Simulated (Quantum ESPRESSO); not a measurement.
Quantum ESPRESSO run on Y (P6_3/mmc, 2 atoms in the cell): self-consistent single point.

Level of theory: PW91, SSSP 1.1.2 efficiency (PBE) pseudopotentials (plane waves; Quantum ESPRESSO 7.5).

```
Y
1.0
    3.56681     0.00000     0.00000
   -1.78340     3.08894     0.00000
    0.00000     0.00000     5.75687
Y
2
Cartesian
  0.00000   2.05930   1.43922
  1.78340   1.02965   4.31765
```
Moments meant for the start (each program seeds them in its own way; μB, in the order of the atoms Y Y): 1.0 1.0.

Reference input (self-consistent single point, DFT, LDA (PZ), plane waves, GBRV 1.5 ultrasoft (LDA) pseudopotentials): ecutwfc = 40 Ry; ecutrho = 320 Ry; occupations = smearing; smearing = gaussian; degauss = 0.0073499 Ry; nspin = 2; potentials = {Y: y_lda_v1.4.uspp.F.UPF}; K_POINTS = automatic 11 11 6 0 0 0; conv_thr = 1e-10 Ry; mixing_beta = 0.3. This run's input differs from it in these lines:

```diff
@@ -21,2 +21,3 @@
   starting_magnetization(1) = 0.091
+  input_dft = 'pw91'
 /
@@ -27,3 +28,3 @@
 ATOMIC_SPECIES
-Y     88.9058  y_lda_v1.4.uspp.F.UPF
+Y     88.9058  Y_pbe_v1.uspp.F.UPF
 ATOMIC_POSITIONS {crystal}
```

Output, abridged:

```
     Self-consistent Calculation

     iteration #  1     ecut=    40.00 Ry     beta= 0.30

     Threshold (ethr) on eigenvalues was too large:
     Diagonalizing with lowered threshold

     negative rho (up, down):  4.553E-02 4.017E-02

     total energy              =    -175.20152537 Ry
     estimated scf accuracy    <       0.01987124 Ry

     total magnetization       =     0.85 Bohr mag/cell
     absolute magnetization    =     0.85 Bohr mag/cell

     iteration #  2     ecut=    40.00 Ry     beta= 0.30

     negative rho (up, down):  4.327E-02 4.269E-02

     total energy              =    -175.20882943 Ry
   [... lines left out ...]

     iteration # 21     ecut=    40.00 Ry     beta= 0.30

     negative rho (up, down):  4.307E-02 4.307E-02

     total energy              =    -175.21122883 Ry
     estimated scf accuracy    <          2.1E-10 Ry

     total magnetization       =     0.00 Bohr mag/cell
     absolute magnetization    =     0.00 Bohr mag/cell

     iteration # 22     ecut=    40.00 Ry     beta= 0.30

     negative rho (up, down):  4.307E-02 4.307E-02

     Magnetic moment per site  (integrated on atomic sphere of radius R)
     atom   1 (R=0.409)  charge=  9.5719  magn=  0.0001
     atom   2 (R=0.409)  charge=  9.5719  magn=  0.0001
     End of self-consistent calculation

     Number of k-points >= 100: set verbosity='high' to print the bands.

     the Fermi energy is     9.9365 ev

!    total energy              =    -175.21122883 Ry
     estimated scf accuracy    <          5.2E-11 Ry
     smearing contrib. (-TS)   =      -0.00135305 Ry
     internal energy E=F+TS    =    -175.20987578 Ry

     total magnetization       =     0.00 Bohr mag/cell
     absolute magnetization    =     0.00 Bohr mag/cell

     convergence has been achieved in  22 iterations

     negative rho (up, down):  4.307E-02 4.307E-02

     Forces acting on atoms (cartesian axes, Ry/au):

     atom    1 type  1   force =     0.00000000    0.00000000    0.00000000
     atom    2 type  1   force =    -0.00000000   -0.00000000    0.00000000

     Total force =     0.000000     Total SCF correction =     0.000000

     negative rho (up, down):  4.307E-02 4.307E-02
          total   stress  (Ry/bohr**3)                   (kbar)     P=       10.78
   0.00012431  -0.00000000   0.00000000           18.29       -0.00        0.00
  -0.00000000   0.00012431   0.00000000           -0.00       18.29        0.00
   0.00000000   0.00000000  -0.00002878            0.00        0.00       -4.23

   JOB DONE.
```

The run converged in 22 iterations. Against the reference run the pressure goes from -2.58 to 1.08 GPa.

The starting cell comes from a database of computed structures (which also holds hypothetical and non-ambient phases and stackings), without a prior relaxation at this level. Its lattice was rescaled by a random factor within 2.5 % of one. The starting moments vanished: the run ended non-magnetic.

Cost on one core of a shared machine: roughly 2 min.
